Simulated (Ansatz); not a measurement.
Input:

```xyz
6
Lattice="4.4382 0.0000 0.0000 0.0000 4.4382 0.0000 0.0000 0.0000 2.9824" Properties=species:S:1:pos:R:3 pbc="T T T"
Mg     0.0000     0.0000     0.0000
Mg     2.2191     2.2191     1.4912
H      1.3505     1.3505     0.0000
H      3.5696     0.8686     1.4912
H      0.8686     3.5696     1.4912
H      3.0877     3.0877     0.0000
```

No spin polarisation.

Method: Ansatz (a quantum-chemistry and plane-wave program), PBEsol, PAW, cutoff 420 eV, spin-orbit coupling left out. Settings: 8×8×11 k-points, 0.05 eV Fermi–Dirac smearing.

### Question
Predict the pressure (mean of the normal stresses, compression positive).

### Answer
1.40 GPa.

### Question
What is the computed space group?

### Answer
P4_2/mnm (No. 136).

The cells carry an imposed strain or load. Whether these cells are dynamically stable was not tested. The cell was made from MgH₂ in the rutile structure (space group P4_2/mnm, No. 136) by this change: isotropic strain −0.85 %.
